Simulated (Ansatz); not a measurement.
NaF (model structure, F-43m, No. 216, 2 atoms in the cell), treated with r²SCAN+rVV10 in Ansatz (PAW).

Settings: plane-wave cutoff 560 eV, 12×12×12 k mesh, Fermi–Dirac smearing 0.01 eV, scalar-relativistic PAW data made under PBE.

Cell (relaxed at this level):

NaF has the cubic space group F-43m (No. 216), the zinc blende structure, Pearson symbol cF8. Cell: a = b = c = 5.041 Å, α = β = γ = 90.00°. Na on 4a is surrounded by 4 F at 2.183 Å (tetrahedral). F on 4d is surrounded by 4 Na at 2.183 Å (tetrahedral). (Neighbours: up to the widest gap in distance over summed covalent radii, below 1.35, at either atom; cation-cation and far metal-metal contacts left out.)
(The calculation used a cell of 2 atoms; values per cell refer to that cell.)

Give the computed band gap.


* **band gap**: 6.19 eV (direct)

Note: the relaxation could raise the start's symmetry but not lower it, so the cell can be a saddle point.

Static lattice: no zero-point or thermal effects.

It cost very roughly 5 core-seconds of CPU time.

A model structure was made by putting elements into a prototype or built by hand; it is no filed structure, need not be a known phase, and can be a saddle point held by its symmetry.

Ansatz is a first-principles code.
